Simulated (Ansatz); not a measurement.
Consider Y in the hcp (Mg type) structure (space group P6_3/mmc, No. 194; a = 3.683 Å, c = 5.698 Å).

Level of theory: r2SCAN in Ansatz (plane waves to 500 eV, PAW, no spin-orbit coupling), earlier PAW set.

Before the change:

Density: 4.41 g/cm³
Magnetic state: not spin-polarised

The change: full substitution Y → Gd, then cell and atoms are relaxed.

Tabulated Pauling electronegativity and covalent radius: Y 1.22, 1.90 Å; Gd 1.20, 1.96 Å.

### Question
What happens to the density and magnetic state?

### Answer
The density goes up by 3.293 g/cm³ (4.41 g/cm³ → 7.71 g/cm³); the magnetic state becomes ferromagnetic (base: not spin-polarised).

The magnetic state is the one reached from the starting moments; the real material's order can differ, and small cells can't hold many antiferromagnetic ones. The state of the 4f shell was not checked for lower solutions. Whether these cells are dynamically stable was not tested. Spin-polarised in the final run: Gd; the other runs are not.

Ansatz is a program for electronic structure.
